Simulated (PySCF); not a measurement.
PySCF 2.14.0, WB97X/def2-svp, df: W(S)2(Br)(NH2) ([NH2][W](=[S])(=[S])[Br]), 7 atoms. The geometry is a generated start, not checked to be a minimum at this level.

```yaml
task: energy
method: wb97x
basis: def2-svp
two_electron_scheme: density fitting
mol.max_memory: 3000 MB
mf.max_cycle: 100
mf.init_guess: minao (default)
mf.DIIS: CDIIS (default)
mf.diis_space: 8 (default)
mf.conv_tol: 1e-09 (default)
mf.grids.level: 3 (default)
effective_core_potentials: those of the basis set, past Kr
basis_functions: 124
grid_points: 116016
```

```xyz
7

W      0.3383    -0.5457     0.1384
S      2.1102    -0.5785    -1.1371
S      1.1146    -0.3130     2.1686
Br    -0.7484    -2.6587     0.0117
N     -0.7092     1.0425    -0.3072
H     -0.3932     2.0189    -0.3369
H     -1.7122     1.0344    -0.5376
```

Charge 0 and multiplicity 1 are set for this test and not shown to be the ground state.

One run each on 2 threads, 1 BLAS thread. Values of level_shift (Hartree) tried: 0 (default), 0.1, 0.3, 1.

Question: How does the count of Fock builds change with level_shift (Hartree), and where is it least?

Answer: Fewest Fock builds: 0 (default) with 16. The count rises to 34 at 1. All converge to one solution.

| level_shift (Hartree) | Fock builds | end |
|---|---|---|
| 0 (default) | 16 | same solution |
| 0.1 | 18 | same solution |
| 0.3 | 21 | same solution |
| 1 | 34 | same solution |
